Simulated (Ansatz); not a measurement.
The parent structure is SrTiO3 in the cubic perovskite structure (space group Pm-3m, No. 221; a = 3.908 Å). Axes: x, y, z lie along the cube axes.

Method: r2SCAN in Ansatz (plane waves to 500 eV, PAW, no SOC), earlier PAW set.

Base values:

The band gap is 2.27 eV.

Now apply this change: uniaxial stress, 8 GPa compression along x; all other stress components relax to zero.

Problem. What happens to the band gap and strain response?

Solution. The band gap drops by 0.02 eV, from 2.27 eV to 2.25 eV; the strain response (xx, yy, zz) comes out as (−2.36, +0.57, +0.57) %.

Stability under load was not tested beyond the relaxation. The final runs are not spin-polarised. Many cubic perovskites are stable only at high temperature; tilts and polar distortions were not tested.

Ansatz is an electronic-structure program.
